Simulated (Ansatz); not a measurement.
Consider TaN in the rock salt structure (space group Fm-3m, No. 225; a = 4.396 Å).

The values are results of r2SCAN (Ansatz, a first-principles code), scalar-relativistic without spin-orbit coupling, not measurements.

Base values:

The volume per atom is 10.62 Å³.

Modification: full substitution Ta → Ti, then cell and atoms are relaxed.

Problem. How does this affect the volume per atom?

Solution. The volume per atom shrinks by 1.14 Å³ (10.62 Å³ → 9.48 Å³).

Stability against distortions was not tested. The final runs are not spin-polarised. An odd electron count without spin: TiN. This is not the structure that TaN has at room temperature and ambient pressure.
